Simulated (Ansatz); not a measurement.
Nb$_{2}$CAs (P6_3/mmc), PBEsol, DFPT electron-phonon coupling, linearised Boltzmann equation run with Ansatz (a program for electronic structure). Phonon-limited resistivity 14.9 μΩ·cm at 300 K along z (a = (3.30, 0.00, 0.00) Å; b = (-1.65, 2.86, 0.00) Å; c = (0.00, 0.00, 11.90) Å), 21.2 μΩ·cm at 400 K, current-weighted mean free path 7.6 nm, Drude plasma energy 5.48 eV.

### Question
Estimate the electronic thermal conductivity at 300 K by the Wiedemann-Franz law (L₀ = 2.44×10⁻⁸ W·Ω/K²).

### Answer
L₀T/ρ = 2.44×10⁻⁸ × 300/(14.9×10⁻⁸) = 49.1 W/(m·K). Inelastic scattering puts the true Lorenz number somewhat under L₀ near and below the Debye temperature.

### Question
What Drude relaxation time do resistivity and plasma energy imply?

### Answer
ω_p = 8.33e15 s⁻¹, so τ = 1/(ε₀ ω_p² ρ) = 10.9 fs, a damping ħ/τ of 60.2 meV.

### Question
Estimate the resistivity of a 40 nm square wire with diffuse walls from ρ ≈ ρ₀(1 + 3ℓ/4d).

### Answer
1 + 0.75 × 7.6/40 = 1.14, so ρ ≈ 17.0 μΩ·cm and a line 1 μm long has 106 Ω. The formula is the free-electron limit for d well above ℓ; grain boundaries add to it.

A metal at this level (no band gap). Only scattering by harmonic phonons is included (no impurities, grain boundaries, electron-electron scattering or thermal expansion). Spin-orbit coupling is left out. Halving the electron mesh (28x28x8) moves the resistivity by up to 3 % at 300 K, the mean free path by up to 7 %. Smearing 0.20 eV; phonons on a 5x5x2 q mesh, which this run doesn't test.

Computed structure with no diffraction record at hand here (it may be known, metastable or hypothetical): Nb2CAs (P6_3/mmc).
